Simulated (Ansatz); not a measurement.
This concerns the formation energy of TaN (rock salt, Fm-3m) from the elements. Reaction: Ta (bcc) + 1/2 N2 (gas) → TaN (rock salt). The sign is products less reactants. The value is per atom of the solid.

TaN (rock salt, Fm-3m), 2 atoms in the cell; metallic (partly filled levels) with PBE, k-point mesh 14×14×14 on the run's own vectors.
```cif
data_N4Ta4
_chemical_formula_sum 'Ta4 N4'
_space_group_name_H-M_alt 'Fm-3m'
_space_group_IT_number 225
_space_group_name_Hall '-F 4 2 3'
_cell_length_a 4.41628
_cell_length_b 4.41628
_cell_length_c 4.41628
_cell_angle_alpha 90.000
_cell_angle_beta 90.000
_cell_angle_gamma 90.000
loop_
_atom_site_label
_atom_site_type_symbol
_atom_site_symmetry_multiplicity
_atom_site_Wyckoff_symbol
_atom_site_fract_x
_atom_site_fract_y
_atom_site_fract_z
_atom_site_occupancy
Ta1 Ta 4 b 0.50000 0.50000 0.50000 1
N1 N 4 a 0.00000 0.00000 0.00000 1
```
(The calculation used a cell of 2 atoms; values per cell refer to that cell.)

Ta (bcc, Im-3m), 1 atom in the cell, k-point mesh 26×26×26 on the run's own vectors. Conventional cell: a = b = c = 3.3206 Å, α = β = γ = 90.00°.

An isolated N2 molecule (singlet) in a box of 11 × 11 × 13 Å.

Computed with Ansatz (plane waves, PAW), its PAW set soft_1, cutoff 420 eV, 500 eV for r2SCAN. The structures are at rest with PBE; other levels are single points on them. Neutral cells; Fermi-Dirac smearing of at most 0.10 eV in the solids, energies taken to zero width. The lattices are those relaxed with PBE, so at other levels the solids can be strained, which adds to the spread. A dispersion term (D3(BJ), or D4 for r2SCAN) was computed beside these levels and is taken off wherever the name lacks it. Static lattices, no vibrational contributions. Spin-orbit coupling is left out.

Task: Give the value at the level PBE.

Result: -0.83 eV/atom, for Ta (bcc) + 1/2 N2 (gas) → TaN (rock salt).

Task: What do the other levels give, and how wide is the spread?

Result: 
```tsv
Functional	value (eV/atom)	less PBE
r2SCAN	-0.97	-0.14
```

The levels shown span 0.14 eV/atom, from r2SCAN (-0.97) to PBE (-0.83).

Ansatz is an electronic-structure program.
